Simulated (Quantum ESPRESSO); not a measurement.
Checking a run of Quantum ESPRESSO on SrNi₂B₂ (Pnnm, 20 atoms in the cell). The aim is a self-consistent single point with DFT, LDA (PZ), plane waves, PSlibrary ultrasoft (LDA) pseudopotentials.

Cell that was meant: a = 6.2818 Å, b = 13.3848 Å, c = 3.2497 Å, α = 90.00°, β = 90.00°, γ = 90.00°.

Part of the input:

```fortran
  occupations = 'smearing'
  smearing = 'cold'
  degauss = 0.0073499
  tot_charge = -1
/
&ELECTRONS
  conv_thr = 1.0e-11
```

Output, abridged:

```
     file Ni.pz-n-rrkjus_psl.1.0.0.UPF: wavefunction(s)  3D renormalized
   [... lines left out ...]
        k(   14) = (   0.3333333  -0.2346613   0.3221698), wk =   0.2222222
        k(   15) = (   0.3333333  -0.2346613   0.6443397), wk =   0.2222222
        k(   16) = (   0.3333333  -0.2346613  -0.9665095), wk =   0.1111111

     Dense  grid:   203893 G-vectors     FFT dimensions: (  72, 160,  40)

     Smooth grid:    88103 G-vectors     FFT dimensions: (  54, 120,  30)

     Initial potential from superposition of free atoms

     starting charge     143.9709, renormalised to     145.0000
     Self-consistent Calculation

     iteration #  1     ecut=    50.00 Ry     beta= 0.30

     total energy              =   -1131.40577866 Ry
     estimated scf accuracy    <       2.48034883 Ry

     iteration #  2     ecut=    50.00 Ry     beta= 0.30

     total energy              =   -1131.46267801 Ry
     estimated scf accuracy    <       4.28930349 Ry

     iteration #  3     ecut=    50.00 Ry     beta= 0.30

     total energy              =   -1132.01200874 Ry
     estimated scf accuracy    <       1.72617900 Ry

   [... 14 blocks of this kind left out ...]

     iteration # 18     ecut=    50.00 Ry     beta= 0.30

     total energy              =   -1132.12941096 Ry
     estimated scf accuracy    <          5.3E-11 Ry

     iteration # 19     ecut=    50.00 Ry     beta= 0.30
     End of self-consistent calculation

     the Fermi energy is    10.4083 ev

!    total energy              =   -1132.12941096 Ry
     estimated scf accuracy    <          4.4E-12 Ry
     smearing contrib. (-TS)   =      -0.00099635 Ry
     internal energy E=F+TS    =   -1132.12841461 Ry

     convergence has been achieved in  19 iterations

     Forces acting on atoms (cartesian axes, Ry/au):

     atom    1 type  1   force =    -0.00108861   -0.00770194    0.00000000
     atom    2 type  1   force =     0.00108861    0.00770194   -0.00000000
     atom    3 type  1   force =    -0.00108861    0.00770194    0.00000000
     atom    4 type  1   force =     0.00108861   -0.00770194    0.00000000
   [... lines left out ...]

     Total force =     0.036814     Total SCF correction =     0.000006

          total   stress  (Ry/bohr**3)                   (kbar)     P=       -3.49
  -0.00005799   0.00000000   0.00000000           -8.53        0.00        0.00
   0.00000000  -0.00001277   0.00000000            0.00       -1.88        0.00
   0.00000000   0.00000000  -0.00000050            0.00        0.00       -0.07

   JOB DONE.
```

Task: Is this run sound? If not, what is wrong?

Result: The run is not sound. The fault is an unintended net charge. A charged periodic cell changes the electron count and is neutralised by a uniform background, so energy, forces and pressure belong to another system. To fix it, remove the charge. The run converged in 19 iterations without an error; against the sound input the pressure goes from -8.20 to -0.35 GPa and the largest force goes from 0.452 to 0.404 eV/Å.

The sound input it was made from differs as follows (other fixes are possible):
```diff
-  tot_charge = -1
```

With that input, the run converged in 19 iterations: free energy E − TS -15413.7570 eV; Fermi level (on the code's own zero) 10.27 eV; pressure -8.20 GPa; largest force (vector length) 0.452 eV/Å (DFT, LDA (PZ), plane waves, PSlibrary ultrasoft (LDA) pseudopotentials).

On the sound input: the starting cell comes from a database of computed structures (which also holds hypothetical and non-ambient phases and stackings), without a prior relaxation at this level. Spin polarisation is off. With a pressure of about -8 GPa the cell is away from its equilibrium volume at this level. Without a gap this mesh is coarse (it stands for a supercell whose shortest vector is 19 Å).
